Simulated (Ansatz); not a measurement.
## PBE against r2SCAN: WC, isotropic strain +5.47 %

Base system: WC (space group P-6m2, No. 187; a = 2.9226 Å, c = 2.8464 Å; relaxed with 0.1 eV smearing).

(Cell as relaxed with PBE.)

Levels (all Ansatz, an electronic-structure program, PAW, earlier PAW set): PBE (420 eV, no spin-orbit coupling); r2SCAN (500 eV, no spin-orbit coupling).

Each level relaxes its own structure.

| base | PBE | r2SCAN |
|---|---|---|
| volume per atom | 10.53 Å³ | 10.42 Å³ |
| lattice parameter a | 2.923 Å | 2.913 Å |
| band gap | zero | zero |

Perturbation: the cell is scaled by 1.0547 in all directions, atoms relaxed at fixed cell.

| quantity | PBE | r2SCAN |
|---|---|---|
| pressure (mean of the normal stresses, compression positive) | -43.7 GPa | -46.0 GPa |
| energy relative to the base (free energy F) | +0.287 eV/atom | +0.299 eV/atom |
| band gap | zero | zero |

PBE's pressure lies 2.3 GPa above r2SCAN's; PBE's energy relative to the base lies 0.0117 eV/atom below r2SCAN's; the two agree on the band gap. Neither level is exact; r2SCAN is the comparison here, not a measurement.

Stability against distortions was not tested. All final runs are without spin polarisation.
